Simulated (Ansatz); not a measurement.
Start from Ga₂O₃ in the corundum structure (space group R-3c, No. 167).

```yaml
crystal:
  lattice:
    - [2.49230, 1.43893, 4.48055]
    - [-2.49230, 1.43893, 4.48055]
    - [0.00000, -2.87786, 4.48055]
  atoms:
    - { symbol: Ga, position: [0.35540, 0.35540, 0.35540] }
    - { symbol: Ga, position: [0.14460, 0.14460, 0.14460] }
    - { symbol: Ga, position: [0.64460, 0.64460, 0.64460] }
    - { symbol: Ga, position: [0.85540, 0.85540, 0.85540] }
    - { symbol: O, position: [0.55362, 0.94638, 0.25000] }
    - { symbol: O, position: [0.25000, 0.55362, 0.94638] }
    - { symbol: O, position: [0.94638, 0.25000, 0.55362] }
    - { symbol: O, position: [0.44638, 0.05362, 0.75000] }
    - { symbol: O, position: [0.75000, 0.44638, 0.05362] }
    - { symbol: O, position: [0.05362, 0.75000, 0.44638] }
```

Cartesian axes are those of the cell as printed.

The values are results of Kohn–Sham DFT with the r2SCAN functional, run in Ansatz (a quantum-chemistry and plane-wave program) with PAW and 500 eV plane waves, no SOC, not measurements.

One thing is altered: tensor shear ε_xy = +0.74 % (engineering shear γ = 0.0148); the atoms relax in the strained cell.

Task: Predict the stress tensor and what it implies for the stiffness.

Result: Stress of the strained cell less that of the base (GPa, compression positive):
```
   0.06   -1.67   -0.28
  -1.67    0.01   -0.01
  -0.28   -0.01    0.03
```

Then −Δσ/γ with γ = 2ε = 0.0148 gives relaxed-ion elastic constants: C66 ≈ 113 GPa.

Whether these cells are dynamically stable was not tested.
